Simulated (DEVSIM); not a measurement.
Structure: Si p-i-n diode, at 300 K.

Layer 1 from the left is Si, thickness (μm) 0.400, Na (cm⁻³) 2.3e18, τn (s) 2.2e-7, τp (s) 2.2e-7. Layer 2 from the left is Si, thickness (μm) 15.0, Nd (cm⁻³) 2.2e12, τn (s) 2.2e-7, τp (s) 2.2e-7. Layer 3 from the left is Si, thickness (μm) 3.60, Nd (cm⁻³) 6.8e18, τn (s) 2.2e-7, τp (s) 2.2e-7.

Left contact: ohmic. Right contact: ohmic. Voltage is applied to the left contact. Recombination: SRH at mid-gap, radiative. Mobility is μmin + (μ − μmin)/(1 + (N/Nref)^α).

The device is made up for the run: typed textbook-type constants, with dimensions and the other settings drawn at random. Values at 300 K.

Si: gap (eV) 1.124, affinity (eV) 4.05, permittivity 11.7, Nc (cm⁻³) 2.86e19, Nv (cm⁻³) 3.1e19, μn (cm²/Vs) 1417, μp (cm²/Vs) 470, μn,min 52, μp,min 45, Nref,n 9.7e16, Nref,p 2.2e17, αn 0.68, αp 0.72, B (cm³/s) 4.7e-15.

Model (solved in DEVSIM): 1D drift-diffusion, Boltzmann statistics, complete ionisation; no tunnelling, impact ionisation, image-force lowering or self-heating.

What does the simulation give for the dark forward voltage at 100 A/cm², the dark forward voltage at 1 A/cm², the potential step across the device at zero bias?

dark forward voltage at 100 A/cm² 0.824 V; dark forward voltage at 1 A/cm² 0.626 V; potential step across the device at zero bias 1.020 V.
